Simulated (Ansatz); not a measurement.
Consider NaCl in the rock salt structure (space group Fm-3m, No. 225; a = 5.696 Å).

Level of theory: Kohn–Sham DFT with the PBE functional, run in Ansatz (a first-principles code) with PAW and 420 eV plane waves, spin-orbit coupling left out, earlier PAW set.

One change was made to it. Results:

```csv
quantity,base,after
electron mass,0.40 mₑ (at Γ),0.39 mₑ (at Γ)
band gap,5.00 eV,5.40 eV
width of the top valence band,0.71 eV,0.85 eV
lattice parameter a,5.696 Å,5.508 Å
```

Question: What was done to the base?
A) pressure −1 GPa
B) pressure 3 GPa
C) pressure 75 GPa
D) pressure 100 GPa
E) pressure 50 GPa

Answer: B, pressure 3 GPa. For comparison, the band gap in the other runs: pressure 50 GPa gives 6.71 eV; pressure −1 GPa gives 4.83 eV; pressure 100 GPa gives 5.73 eV; pressure 75 GPa gives 6.19 eV.

Load acts through the strain it causes; cell and atoms are relaxed under it. Effective masses come from finite differences of ±0.01 Å⁻¹. No phonon test of stability was made. No other phases were tried under pressure.
